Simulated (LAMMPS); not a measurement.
LAMMPS 22 Jul 2025, classical MD, EDIP (Si.edip): Si, 64000 atoms.

```
Item                                                                                               Value
-----------------------------------------------  -------------------------------------------------------
task                                                                                             MD, nve
potential                                                                                  EDIP, Si.edip
copies of the repeat unit                                                                       20×20×20
shape (slab and sphere leave vacuum in the box)                                                     bulk
temperature                                                                                        800 K
steps                                                                                                800
timestep                                                                                            1 fs
neigh_modify                                                                   every 1 delay 0 check yes
newton                                                                                      on (default)
atom_modify sort (bins of 2 Å where set)                                                  1000 (default)
comm_style                                                                               brick (default)
box                                                                              108.6 × 108.6 × 108.6 Å
start                                                generated diamond lattice, warmed in an untimed run
compared values                                  energy and forces of the first step, drift over the run
```

It runs on a single node (Arm Neoverse V2, 96 cores on 1 socket, no SMT, 1 L3 cache group).

Wall times, medians of two to five repeats, each run alone on the node (launch to exit). Unless noted, each process is bound to its own block of adjacent cores. The times hold for this build (PyPI wheel: MPICH, OPENMP and OPT packages). Scratch files lie in a memory file system. A preparatory run goes ahead and isn't timed.

First run (32 ranks, skin = 2 Å, thermo = 100, dump = none (default)):

```
Loop time of 0.790434 on 32 procs for 800 steps with 64000 atoms

Performance: 87.446 ns/day, 0.274 hours/ns, 1012.102 timesteps/s, 64.775 Matom-step/s
97.0% CPU use with 32 MPI tasks x 1 OpenMP threads

MPI task timing breakdown:
Section |  min time  |  avg time  |  max time  |%varavg| %total
---------------------------------------------------------------
Pair    | 0.6877     | 0.71036    | 0.72599    |   1.2 | 89.87
Neigh   | 0          | 0          | 0          |   0.0 |  0.00
Comm    | 0.046799   | 0.061389   | 0.083972   |   4.2 |  7.77
Output  | 0.00020698 | 0.00022603 | 0.00035114 |   0.0 |  0.03
Modify  | 0.0099344  | 0.010246   | 0.01046    |   0.1 |  1.30
Other   |            | 0.008213   |            |       |  1.04

Nlocal:           2000 ave        2028 max        1969 min
Histogram: 3 2 0 3 3 11 3 3 1 3
Nghost:           2296 ave        2326 max        2267 min
Histogram: 2 2 3 3 8 6 1 2 2 3
Neighs:              0 ave           0 max           0 min
Histogram: 32 0 0 0 0 0 0 0 0 0
FullNghs:      56152.9 ave       56945 max       55282 min
Histogram: 3 2 0 3 3 12 2 2 2 3

Total # of neighbors = 1796892
Ave neighs/atom = 28.076438
Neighbor list builds = 0
Dangerous builds = 0
```

Second run:

```
Loop time of 1.19455 on 32 procs for 800 steps with 64000 atoms

Performance: 57.863 ns/day, 0.415 hours/ns, 669.708 timesteps/s, 42.861 Matom-step/s
98.1% CPU use with 32 MPI tasks x 1 OpenMP threads

MPI task timing breakdown:
Section |  min time  |  avg time  |  max time  |%varavg| %total
---------------------------------------------------------------
Pair    | 1.0819     | 1.1051     | 1.1197     |   0.9 | 92.51
Neigh   | 0          | 0          | 0          |   0.0 |  0.00
Comm    | 0.055779   | 0.070148   | 0.09356    |   3.4 |  5.87
Output  | 0.00023011 | 0.00025125 | 0.00041901 |   0.0 |  0.02
Modify  | 0.0097085  | 0.010109   | 0.010542   |   0.2 |  0.85
Other   |            | 0.008927   |            |       |  0.75

Nlocal:           2000 ave        2028 max        1969 min
Histogram: 3 2 0 3 3 11 3 3 1 3
Nghost:           3165 ave        3196 max        3137 min
Histogram: 3 1 3 3 11 3 3 0 2 3
Neighs:              0 ave           0 max           0 min
Histogram: 32 0 0 0 0 0 0 0 0 0
FullNghs:      90486.6 ave       91922 max       89005 min
Histogram: 3 2 1 1 5 12 1 3 1 3

Total # of neighbors = 2895572
Ave neighs/atom = 45.243313
Neighbor list builds = 0
Dangerous builds = 0
```

**Question.** Both blocks come from the same system on the same machine. Which change was made from the first run to the second?
A. dump = ["atom", 100, "dump.txt"]
B. skin = 3 Å
C. skin = 0.5 Å
D. thermo = 1

**Answer.** B, skin = 3 Å. List entries an atom go from 28 to 45, Neigh from 0 to 0 s and Pair from 0.71 to 1.1 s. The other changes gave 1.0 s (dump = ["atom", 100, "dump.txt"]), 0.71 s (skin = 0.5 Å), 1.1 s (thermo = 1), against 1.4 s here and 0.99 s at first.
